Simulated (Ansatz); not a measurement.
Base system: SnO (space group P4/nmm, No. 129; a = 3.767 Å, c = 4.557 Å; layered, stacked along the Cartesian z axis; relaxed with 0.1 eV smearing). Axes: x, y, z lie along a, b, c of the conventional cell.

All numbers come from PBEsol-D3(BJ) in Ansatz (plane waves to 420 eV, PAW, no spin-orbit coupling), earlier PAW set.

Modification: uniaxial strain ε_xx = +3.17 %, all other strain components held at zero, atoms relaxed at fixed cell.

**Question.** Predict the stress tensor and what it implies for the stiffness.

**Answer.** Stress of the strained cell less that of the base (GPa, compression positive):
```
   -3.1     0.0     0.0
    0.0    -2.6     0.0
    0.0     0.0    -0.6
```

Then −Δσ_ii/ε with ε = 0.0317 gives secant stiffness values (nonlinear terms included at this strain): C11 ≈ 98 GPa, C12 ≈ 81 GPa and C13 ≈ 18 GPa.

As a check, the harmonic strain energy −½ V₀ Δσ:ε is 5.0 meV/atom; the computed energy rise is 5.1 meV/atom.

No phonon test of stability was made. All final runs are without spin polarisation.

Ansatz is a first-principles code.
